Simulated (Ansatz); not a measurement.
Cell and atoms of amorphous Ti20Al18C12:

```xyz
50
Lattice="8.8246 0.0626 -0.1977 0.0626 9.1730 0.1846 -0.1977 0.1846 8.7121" Properties=species:S:1:pos:R:3 pbc="T T T"
Ti     1.3729     1.0613     7.0114
Ti     7.9148     2.0170     2.4900
Ti     3.1638     5.5361     4.4195
Ti     7.0401     6.0728     2.5640
Ti     3.3458     2.4616     0.3215
Ti     1.9449     5.1705     8.0176
Ti     5.2011     4.1060     7.0849
Ti     6.3235     6.2458     5.3255
Ti     6.2224     1.5485     8.2619
Ti     7.4826     2.0527     5.7079
Ti     4.7845     4.6859     1.4817
Ti     2.0573     3.4138     6.0042
Ti     1.1754     1.3281     4.2010
Ti     0.9307     4.3081     2.1386
Ti     7.6520     8.7743     4.2472
Ti     5.8984     3.6907     3.9169
Ti     8.0294     8.5994     7.3144
Ti     3.0404     6.6321     1.5620
Ti     8.5939     4.5528     4.4673
Ti     0.9967     0.2089     0.9077
Al     6.1960     6.6598     8.4257
Al     7.2248     8.6080     1.4484
Al     5.6447     8.8312     6.1606
Al     0.6933     6.9533     5.8355
Al     7.1749     3.9786     0.6558
Al     5.3474     1.5757     2.0767
Al     3.2320     3.0368     3.0742
Al     4.1232     8.9557     0.2098
Al     0.9149     7.3129     3.1701
Al     0.3612     2.9210     8.6117
Al     5.0902     7.8311     3.3499
Al     4.0678     1.6755     6.3707
Al     4.0092     6.6829     7.0955
Al     8.0288     5.0228     7.1086
Al     3.0407     8.5548     5.3327
Al     1.8601     7.8154     8.0189
Al     3.0996     0.2514     2.5317
Al     0.2017     6.6011     0.7658
C      6.4735     1.5769     3.8773
C      6.8542     4.1500     5.6679
C      8.1666     6.6363     4.2018
C      5.4043     2.9951     0.4112
C      7.6093     4.0890     2.6372
C      8.2924     1.3409     7.7813
C      0.0009     0.0908     2.6806
C      2.8331     4.3890     1.2541
C      3.3858     4.9115     6.4302
C      0.2297     9.2834     5.7985
C      1.6796     3.7872     4.0401
C      5.1138     5.7776     3.4845
```

Calculation: PBE, scalar-relativistic without spin-orbit coupling (plane waves to 420 eV, PAW; Ansatz, a first-principles code).

Preparation: random packing, a CHGNet melt and quench, and a DFT relaxation. The hot cell started wider than the set density and was brought back towards it in steps. It is the lowest in DFT energy of 2 quenches. It is a model cell: composition and starting density were chosen by hand, and all elements were melted together. No dispersion term was used. Its density started from a set value of 3.76 and ended at 3.74 g/cm³. The quench (nominally 300 K/ps over its main leg) was far faster than any real one, so the model tends to hold more defects than a real film. A cell of this size samples the disorder only roughly. Volume and shape were free in the relaxation. On a 2×2×2 Γ-centred mesh force components of up to 0.32 eV/Å stay, since the relaxation ran on one k-point at (1/4, 1/4, 1/4).

Bonds are counted up to Ti-Ti 3.86 Å, Ti-Al 3.42 Å, Ti-C 2.66 Å, Al-Al 3.00 Å, Al-C 2.44 Å, C-C 1.82 Å.

Give the coordination numbers, mean bond lengths and angles.


The mean coordination of Ti is 15.10 (3 with 13, 4 with 14, 5 with 15, 5 with 16, 2 with 17, 1 with 18) and the mean coordination of Al is 10.00 (3 with 8, 4 with 9, 3 with 10, 6 with 11, 2 with 12). The mean coordination of C is 5.83 (2 with 5, 10 with 6). The mean Ti-Ti bond is 3.136 Å (spread 0.284 Å, 74 counted) and the mean Ti-Al bond is 2.914 Å (spread 0.189 Å, 99 counted). The mean Al-Al bond is 2.751 Å (spread 0.125 Å, 33 counted) and the mean Ti-C bond is 2.163 Å (spread 0.103 Å, 55 counted). The bond angle at Ti is mean 94.8°, spread 35.2° and the bond angle at Al comes out as mean 96.1°, spread 33.6°. The bond angle at C comes out as mean 105.0°, spread 30.6°.
